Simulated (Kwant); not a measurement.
Kwant, one-band effective-mass tight-binding model in one dimension, coherent, no space charge, current by the Tsu-Esaki formula.

Device: GaAs/Al0.3Ga0.7As stack with 2 barriers. One parabolic valley. Leads of mass 0.067 mₑ with the band edge at 0; grid 0.1 nm; bias swept from 0.0096 to 0.36 V, dropping linearly over the stack. Emitter Fermi level 0.034 eV, 300 K, equal in the collector.

```json
[
 {"layer": "1", "thickness (nm)": "2.9", "band offset (eV)": "0.24", "mass (mₑ)": "0.092"},
 {"layer": "2", "thickness (nm)": "5.3", "band offset (eV)": "0", "mass (mₑ)": "0.067"},
 {"layer": "3", "thickness (nm)": "3.8", "band offset (eV)": "0.24", "mass (mₑ)": "0.092"}
]
```

The device is made up for the run: typed textbook-type constants, with dimensions and the other settings drawn at random.

Sweep values stay those of the base run.

One input was changed, with this effect: first peak current 84500 → 145000 A/cm²; peak-to-valley ratio 7.1 → 6.6; J at bias = 0.3600 V 107000 → 150000 A/cm²; J at bias = 0.2633 V 34100 → 48400 A/cm².

**Question.** Which change was it?
A) mass in the first barrier 0.092 → 0.074 mₑ
B) width of the first well 5.3 → 4.2 nm
C) Fermi level in the emitter 0.034 → 0.051 eV
D) thickness of the first barrier 2.9 → 2.3 nm
E) temperature 300 → 77 K

**Answer.** D, thickness of the first barrier 2.9 → 2.3 nm
